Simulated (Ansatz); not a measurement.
## How the volume per atom of SnGe (model structure, started from the litharge type, P4/nmm, No. 129, 4 atoms in the cell) moves with the method

No measured value is used here.

```tsv
level (code)	value (Å³/atom)
PBE (Ansatz)	25.14
PBEsol (Ansatz)	___
PBE-D3(BJ) (Ansatz)	23.85
```

Q: What belongs in the gaps?

A: 
- PBEsol (Ansatz, an electronic-structure program), value (Å³/atom): 23.62

PBE-D3(BJ): a distance lies near a switch of the dispersion term, which can move the cell. Ansatz's density-functional and Hartree–Fock values are scalar-relativistic unless marked +SOC, with PAW data made under PBE.

A model structure was made by putting elements into a prototype or built by hand; it is no filed structure, need not be a known phase, and can be a saddle point held by its symmetry.
